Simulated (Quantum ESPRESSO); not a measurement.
Input and output of a self-consistent single point for NbC (Fm-3m, 2 atoms in the cell) (Quantum ESPRESSO).

Computed with PBE, spin-orbit coupling, PseudoDojo fully relativistic norm-conserving (PBE) pseudopotentials (plane waves; Quantum ESPRESSO).

```yaml
crystal:
  lattice:
    - [-2.22632, 0.00000, 2.22632]
    - [0.00000, 2.22632, 2.22632]
    - [-2.22632, 2.22632, 0.00000]
  atoms:
    - { symbol: Nb, position: [0.00000, 0.00000, 0.00000] }
    - { symbol: C, position: [0.50000, 0.50000, 0.50000] }
```

Reference input (self-consistent single point, DFT, PBE, plane waves, GBRV 1.5 ultrasoft (PBE) pseudopotentials): ecutwfc = 40 Ry; ecutrho = 320 Ry; occupations = smearing; smearing = gaussian; degauss = 0.0073499 Ry; potentials = {Nb: nb_pbe_v1.uspp.F.UPF, C: c_pbe_v1.2.uspp.F.UPF}; K_POINTS = automatic 10 10 10 0 0 0; conv_thr = 1e-10 Ry. This run's input differs from it in these lines:

```diff
@@ -12,4 +12,3 @@
     ntyp = 2,
-    ecutwfc = 40,
-    ecutrho = 320,
+    ecutwfc = 85,
     occupations = 'smearing',
@@ -17,2 +16,4 @@
     degauss = 0.0073499,
+    noncolin = .true.,
+    lspinorb = .true.,
 /
@@ -22,4 +23,4 @@
 ATOMIC_SPECIES
-Nb    92.9064  nb_pbe_v1.uspp.F.UPF
-C     12.0110  c_pbe_v1.2.uspp.F.UPF
+Nb    92.9064  Nb.upf
+C     12.0110  C.upf
 ATOMIC_POSITIONS {crystal}
```

Output, abridged:

```
     Self-consistent Calculation

     iteration #  1     ecut=    85.00 Ry     beta= 0.70

     total energy              =    -136.16108542 Ry
     estimated scf accuracy    <       1.04121306 Ry

     iteration #  2     ecut=    85.00 Ry     beta= 0.70

     total energy              =    -136.31203659 Ry
     estimated scf accuracy    <       2.18727522 Ry

     iteration #  3     ecut=    85.00 Ry     beta= 0.70

     total energy              =    -136.70049242 Ry
     estimated scf accuracy    <       0.01201711 Ry

   [... 9 blocks of this kind left out ...]

     iteration # 13     ecut=    85.00 Ry     beta= 0.70

     total energy              =    -136.70040193 Ry
     estimated scf accuracy    <          2.7E-10 Ry

     iteration # 14     ecut=    85.00 Ry     beta= 0.70
     End of self-consistent calculation

     the Fermi energy is    19.1372 ev

!    total energy              =    -136.70040193 Ry
     estimated scf accuracy    <          6.8E-12 Ry
     smearing contrib. (-TS)   =      -0.00011396 Ry
     internal energy E=F+TS    =    -136.70028797 Ry

     convergence has been achieved in  14 iterations

     Forces acting on atoms (cartesian axes, Ry/au):

     atom    1 type  1   force =    -0.00000000    0.00000000   -0.00000000
     atom    2 type  2   force =    -0.00000000    0.00000000   -0.00000000

     Total force =     0.000000     Total SCF correction =     0.000000

          total   stress  (Ry/bohr**3)                   (kbar)     P=       71.57
   0.00048655  -0.00000000  -0.00000000           71.57       -0.00       -0.00
  -0.00000000   0.00048655   0.00000000           -0.00       71.57        0.00
  -0.00000000   0.00000000   0.00048655           -0.00        0.00       71.57

   JOB DONE.
```

The run converged in 14 iterations. Against the reference run the pressure goes from 6.14 to 7.16 GPa.

The starting cell comes from a database of computed structures (which also holds hypothetical and non-ambient phases and stackings), without a prior relaxation at this level. Its lattice was rescaled by a random factor within 2.5 % of one. With a pressure of about 7 GPa the cell is away from its equilibrium volume at this level.

Cost on one core of a shared machine: roughly 2 min.
